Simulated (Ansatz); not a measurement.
BP (model structure, started from the beta GaS type, P6₃/mmc, No. 194, 8 atoms in the cell): properties by level of theory

```json
[
 {"level (code)": "PBE (Ansatz)", "lattice constant a (Å)": "3.207", "c axis length (Å)": "11.454"},
 {"level (code)": "PBEsol (Ansatz)", "lattice constant a (Å)": "3.189", "c axis length (Å)": "[?]"},
 {"level (code)": "PBE-D3(BJ) (Ansatz)", "lattice constant a (Å)": "[?]", "c axis length (Å)": "11.126"}
]
```

Task: Complete the blanks.

Result: 
- PBEsol (Ansatz, a quantum-chemistry and plane-wave program), c axis length (Å): 11.173
- PBE-D3(BJ) (Ansatz), lattice constant a (Å): 3.182

Ansatz's density-functional and Hartree–Fock values are scalar-relativistic unless marked +SOC, with PAW data made under PBE.

A model structure was made by putting elements into a prototype or built by hand; it is no filed structure, need not be a known phase, and can be a saddle point held by its symmetry.
